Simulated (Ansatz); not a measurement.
# What isotropic strain −5.43 % does to GaSb

Consider GaSb in the zinc blende structure (space group F-43m, No. 216; a = 6.214 Å).

Modification: an isotropic linear strain of −5.43 %; the atoms relax in the strained cell.

Calculations: PBE (Ansatz, a first-principles code; PAW; 420 eV plane waves; scalar-relativistic without spin-orbit coupling), earlier PAW set. k-mesh 13×13×13 (Γ-centred); smearing 0.05 eV (Fermi–Dirac).

Volume per atom: 25.37 Å³ (base 29.99 Å³)
Space group: F-43m (No. 216) (base F-43m (No. 216))
Energy relative to the base (free energy F): +137 meV/atom
Band gap: 0.68 eV (base zero)
Gap character: indirect, Γ → L (base absent)
Electron mass: 1.7 mₑ along k, 0.089 mₑ across (at L)
Hole mass (degenerate bands, along [100]): 0.048, 0.22, 0.22 mₑ (at Γ)
Valley order (the lowest conduction-band minima on the path, energy above the VBM, named in the base's zone): L along ⟨111⟩ 0.68 eV; a point along ⟨100⟩, about 0.9 Å⁻¹ from Γ 0.69 eV; Γ 0.94 eV

Final structure:

```yaml
crystal:
  lattice:
    - [0.00000, 2.93833, 2.93833]
    - [2.93833, 0.00000, 2.93833]
    - [2.93833, 2.93833, 0.00000]
  atoms:
    - { symbol: Sb, position: [0.75000, 0.75000, 0.75000] }
    - { symbol: Ga, position: [0.00000, 0.00000, 0.00000] }
```

Cost of the whole job for the changed cell (relaxation, final SCF and bands): around 14 core-seconds (rough).

Spin-orbit coupling, missing from the scalar runs, can matter with Sb. Masses are band curvatures over ±0.01 Å⁻¹ around the edge. Along k means along the line from Γ to the band edge. Stability against distortions was not tested. All final runs are without spin polarisation. A zero or small gap of GaSb can be the functional's error rather than a property of the material.
